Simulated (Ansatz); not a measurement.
An Ansatz (an electronic-structure program) run: ScAl3 with a change (pressure 30 GPa); DFT with PBE, PAW potentials and a 420 eV plane-wave cutoff in Ansatz, no spin-orbit coupling.

Input:

Ansatz 0.2 input:
```yaml
crystal:
  lattice:
    - [3.9285421755, 0, 0]
    - [0, 3.9285421755, 0]
    - [0, 0, 3.9285421755]
  atoms:
    - { symbol: Al, position: [0, 0.5, 0.5] }
    - { symbol: Al, position: [0.5, 0.5, 0] }
    - { symbol: Al, position: [0.5, 0, 0.5] }
    - { symbol: Sc, position: [0, 0, 0] }
basis: { ecutwfc: 420, ecutrho_ratio: 4, xc_grid: 2, fft_grid_basis: typed }
kpoints: { mp_grid: { grid: [11, 11, 11] } }
hamiltonian:
  xc: pbe
  dispersion: none
  pseudopotentials: { kind: paw }
scf: { occupations: { method: fermi_dirac, width: 0.05 } }
relax: { f_tol: 0.01, max_steps: 60, cell: { stress_tol: 0.02, p_target: 30.0 } }
output: { forces: true, stress: true }
checkpoint: { write: state.ck, write_every: 1000 }
```

Output (explanatory and most iteration lines left out):

```
Relaxation: its limit of steps is 60 (relax.max_steps)
Pseudopotential: Al, paw, valence charge 3
Pseudopotential: Sc, paw, valence charge 11
Crystal: 4 atoms, lattice volume = 60.631 Å³
Basis set: ecut = 420 eV, 1213 PW (Γ), exchange–correlation on 54×54×54 points (8 copies of the dense FFT grid, shifted against one another)
Bands: 14, of which v1, the nominal top of the filled ones, is band 10 counted from 1 (9 counted from 0)
Symmetry: 48 space group operations
Space group: Pm-3m (ITA 221), of the structure as read, at distance tolerance 3.9e-5 Å
k-points: 56 of 1331
Functional: x = pbe(κ = 0.804, μ = 0.2195149727645171), c = pbe(β = 0.06672455060314922)
SCF iter   1: F=—  HF=-3749.786648 eV  |F-HF|=—  |Δ(HF+E_count)|=         —  Δρ=3.01e-3  dr2=1.64e-2  ethr=1.77e-3  ⟨swp⟩=5.6  Hψ=4726  notcnv=0
SCF iter   2: F=—  HF=-3749.783515 eV  |F-HF|=—  |Δ(HF+E_count)|=   3.13e-3  Δρ=1.67e-3  dr2=4.43e-3  ethr=8.21e-5  ⟨swp⟩=1.2  Hψ=1251  notcnv=0
SCF 1 converged in 6 iterations: F = -3749.782035 eV  dr2 = 2.20e-9
relax step   1: F+E_penalty+E_count = -3749.78203497 eV  Δ(F+E_penalty+E_count) = +0.000e0 eV  max|allowed force component| = 7.601e-31 eV/Å  Δτ_max = 0.0000 Å  P = +15.000 GPa  Ω = 60.631 Å³  (6 SCF iters, dr2 threshold 1.00e-7 eV, accepted)
[... steps on the carried basis left out ...]
relax step   8: F+E_penalty+E_count = -3749.06956535 eV  Δ(F+E_penalty+E_count) = +1.525e-5 eV  max|allowed force component| = 2.260e-31 eV/Å  Δτ_max = 0.0000 Å  P = +29.999 GPa  Ω = 55.445 Å³  stress off target by 6.13e-4 GPa  SCF on the basis re-selected at this cell (its energy is not comparable with the rows above)  (5 SCF iters)
SCF converged after 5 iterations
Free energy (F): -3749.069565 eV
Internal energy: -3749.062231 eV  (E = F + TS)
E sigma→0 (E₀):  -3749.065898 eV
Entropy (-TS):   -0.007335 eV (-1.834 meV/atom)
Fermi energy:    11.668426 eV
--- Forces (eV/Å), atoms counted from 1 ---
  atom   1  Al    -0.00000000     0.00000000     0.00000000
  atom   2  Al    -0.00000000    -0.00000000     0.00000000
  atom   3  Al    -0.00000000    -0.00000000     0.00000000
  atom   4  Sc     0.00000000     0.00000000    -0.00000000
--- Stress (GPa, compression-positive) ---
       29.999387       0.000000      -0.000000
        0.000000      29.999387      -0.000000
       -0.000000      -0.000000      29.999387
  P = ⅓ Tr σ = 29.9994 GPa (299.994 kbar)
--- Relaxed structure (6 steps of the walk, 6 accepted, 2 SCFs on fresh bases) ---
  cell:  # Å, volume = 55.4452 Å³
    - [3.813185294744554, 4.293218834363213e-34, -1.5407439555097887e-33]
    - [-5.978407535702044e-34, 3.813185294744554, -2.5679065925163143e-34]
    - [-1.5407439555097887e-33, -2.5679065925163143e-34, 3.813185294744554]
  atoms:
    - { symbol: Al, position: [-7.149338635283385e-36, 0.5, 0.5] }
    - { symbol: Al, position: [0.5, 0.5, -1.0085674146204999e-35] }
    - { symbol: Al, position: [0.5, -1.6596678974768712e-36, 0.5] }
    - { symbol: Sc, position: [-3.1661356813406324e-35, 8.043005964695512e-36, 4.213003124364114e-36] }
```

Load acts through the strain it causes; cell and atoms are relaxed under it. Whether these cells are dynamically stable was not tested. Competing high-pressure phases were not computed. All final runs are without spin polarisation. The cell was made from ScAl3 in the Cu3Au type structure (space group Pm-3m, No. 221) by this change: pressure 30 GPa.
